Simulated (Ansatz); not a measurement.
Take TaS2 in the CdI2 type structure (space group P-3m1, No. 164; a = 3.278 Å, c = 5.588 Å; layered, stacked along the Cartesian z axis; relaxed with 0.1 eV smearing) as the base. Axes: x lies along a and z along c of the hexagonal cell.

Structures relaxed with PBEsol-D3(BJ) (Ansatz, an electronic-structure program), no spin-orbit coupling, earlier PAW set.

Base:

Simulated powder pattern, Cu Kα1, λ = 1.54056 Å (kinematic, ideal powder, no thermal factors, no anomalous dispersion; the 10 strongest lines at most, above 2 %, up to 2θ = 90°):

```csv
2θ (°),I/Imax (%),hkl
15.85,85,(001)
31.49,39,(100)
35.44,100,(011)
45.52,59,(102)
56.07,21,(110)
58.65,19,(111)
59.29,18,(103)
68.10,15,(201)
74.99,14,(022)
77.52,13,(113)
```

After one change:

Simulated powder pattern, Cu Kα1, λ = 1.54056 Å (kinematic, ideal powder, no thermal factors, no anomalous dispersion; the 10 strongest lines at most, above 2 %, up to 2θ = 90°):

| 2θ (°) | I/Imax (%) |
|---|---|
| 15.91 | 84 |
| 31.17 | 39 |
| 35.19 | 100 |
| 45.39 | 59 |
| 55.47 | 21 |
| 58.10 | 19 |
| 59.29 | 18 |
| 67.41 | 15 |
| 74.39 | 14 |
| 77.18 | 13 |

**Question.** Name the change that was made.
(A) biaxial strain +4.09 %, plane normal [001], relaxed out of plane
(B) uniaxial strain ε_zz = −2.63 %
(C) biaxial strain +0.99 %, plane normal [001], relaxed out of plane
(D) biaxial strain +2.56 %, plane normal [001], relaxed out of plane

**Answer.** C, biaxial strain +0.99 %, plane normal [001], relaxed out of plane. Its volume per atom is 17.60 Å³ against 17.33 Å³, and its space group is P-3m1 (No. 164).

Stability against distortions was not tested. All final runs are without spin polarisation.
